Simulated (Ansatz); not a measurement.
Functionals compared on the (113) surface of germanium (in the relaxation like top atoms buckled by 1.0 Å), unpaired: 0 pairs of surface atoms bonded, H on every dangling bond (bottom of the slab: built like the top, H on every dangling bond, free), in Ansatz (plane waves, PAW). The structure was relaxed with PBE; the other rows are single points on it. Cutoff 420 eV (500 eV for r2SCAN).

Slab: 38 atoms, 13.4 Å thick at the start with caps and adatoms (thin: gaps and levels are the slab's own); k 4x4x1, smearing 0.025 eV, dipole-corrected; 4 atoms held, the rest relaxed; no symmetry held; no spin, no spin-orbit, no U. It is one candidate, not shown to be the stable structure of the face. These notes are the PBE run's.

```csv
functional,gap of the slab on its k-mesh (eV),highest filled level below the top vacuum level (eV),rough cost of the single point
PBE,0.78,4.65,–
r2SCAN,…,…,about 18 core-minutes (a rough figure)
```

**Question.** Fill in the missing entries.

**Answer.** 
- r2SCAN, gap of the slab on its k-mesh (eV): 1.04
- r2SCAN, highest filled level below the top vacuum level (eV): 4.79

Ansatz is a program for electronic structure.
